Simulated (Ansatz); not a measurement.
Band structure of Ru (P6_3/mmc, 2 atoms in the cell).

```xyz
2
Lattice="1.3550 -2.3469 0.0000 1.3550 2.3469 0.0000 0.0000 0.0000 4.2800" Properties=species:S:1:pos:R:3 pbc="T T T"
Ru     1.3550     0.7823     1.0700
Ru     1.3550    -0.7823     3.2100
```

Level of theory: PBE (plane waves, PAW; Ansatz, a program for electronic structure).

Settings: kpoints.mp_grid.grid = 9 9 5; hamiltonian.xc = pbe; hamiltonian.pseudopotentials = {kind: paw} (the program's default PAW files); scf.occupations.method = fermi_dirac; scf.occupations.width = 0.136 eV; kpoints.band_path.npoints = 8.

The starting cell has typed, rounded lattice constants, without a prior relaxation at this level. Spin polarisation is off.

Levels in eV from the Fermi level, bands 13 to 20:
```csv
point,13,14,15,16,17,18,19,20
Γ,-2.45,-1.97,-1.97,-1.46,-1.46,1.12,1.12,1.25
M,-2.12,-1.86,-1.57,1.34,1.76,1.86,3.99,6.04
K,-2.89,-2.89,-1.13,0.95,0.95,1.39,6.93,7.14
A,-2.82,-2.82,-2.75,-2.75,0.48,0.48,0.48,0.48
L,-1.12,-1.12,0.39,0.39,1.60,1.60,3.32,3.32
H,-2.77,-2.77,-1.24,-1.24,1.16,1.16,8.35,8.35
```

Bands cross the Fermi level along this path, so the cell is metallic at this level.

Keys are those of Ansatz 0.2.
